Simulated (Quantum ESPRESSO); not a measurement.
Equation of state of CuAu-type CuAu (space group 123): energy against volume (Quantum ESPRESSO, LDA)

```
CELL_PARAMETERS angstrom
      2.69110     0.00000     0.00000
      0.00000     2.69110     0.00000
      0.00000     0.00000     3.52726
ATOMIC_POSITIONS crystal
  Cu 0.00000 0.00000 0.00000
  Au 0.50000 0.50000 0.50000
```

Computed with LDA (PZ), GBRV 1.5 ultrasoft (LDA) pseudopotentials (plane waves; Quantum ESPRESSO 7.5). Settings: ecutwfc = 65 Ry; ecutrho = 520 Ry; occupations = smearing; smearing = fermi-dirac; degauss = 0.0036749 Ry; potentials = {Cu: cu_lda_v1.2.uspp.F.UPF, Au: au_lda_v1.uspp.F.UPF}; K_POINTS = automatic 21 21 16 0 0 0; conv_thr = 1e-10 Ry. The cell above is the first row's. The rows scale it uniformly. In all rows fractional positions and the k mesh are held. E is the free energy at the stated smearing, counted from the lowest row.

```
V (Å^3/atom)  E (meV/atom)
------------  ------------
12.772               53.06
13.050               26.72
13.328                9.82
13.605                1.27
13.883                0.00
14.161                5.20
14.438               16.01
14.716               31.78
14.994                   ?
```

Task: Fit E against V with the third-order Birch-Murnaghan form, a cubic in V^(-2/3), and predict the withheld value at V = 14.994.

Result: With u = V^(-2/3) - 0.174, the rows have u = 0.009018, 0.006410, 0.003892, 0.001469, -0.000881, -0.003154, -0.005347, -0.007477. Least squares gives E = -0.311 + 170.46·u + 615323·u² + 2452890·u³. Residuals (row less fit): -0.006, 0.010, 0.002, -0.005, -0.015, 0.005, 0.015, -0.009; standard error 0.013 (degrees of freedom: 4). Its minimum lies at u = -0.000139, so V0 = (0.173861)^(-3/2) = 13.79. There d²E/du² = 1229000 and d³E/du³ = 1.472e7, so B0 = (4/9) × 13.79^(-7/3) × 1229000 × 0.160218 = 192 GPa (the last factor turns the table's units into GPa), and B0' = 4 + (2/3) × 0.173861 × (1.472e7)/1229000 = 5.4. The program's pressures in the fitted runs (not shown) pass through zero at V = 13.78, 0.10 % from this V0. At the withheld row, u = -0.009542, so E = -0.311 + 170.46 × (-0.009542) + 615323 × (-0.009542)² + 2452890 × (-0.009542)³ = 51.956 meV/atom. The calculation gives 51.87 meV/atom, 0.086 meV/atom below the prediction (0.2 % of the range of E in the table). The row lies outside the fitted rows, so this is an extrapolation. From the scatter of the fitted rows alone, a prediction at this place has a standard error of 0.032 meV/atom, so the miss is 2.7 times that.

Carrying the step between the two nearest rows on in a straight line would have given 47.55, off by 4.32; series whose last step already gives the withheld value aren't shown. The scan was laid around a cell of about the measured size, scaled by a guess for this functional; axis ratios and inner coordinates come from that cell. The runs keep the symmetry of the cell, so they don't test it for distortions. Spin polarisation is off. Spin-orbit coupling is off. The shape of the cell and the inner coordinates aren't relaxed, so V0 and B0 belong to this uniform scaling; a relaxed crystal lies no higher in energy and is usually softer. Cutoffs and mesh are single choices, not tested for convergence of this quantity. Series with a scatter that would blur these digits, or in which a gap closes, are not shown. Nor are scans whose minimum lies at an end fitted in this form.
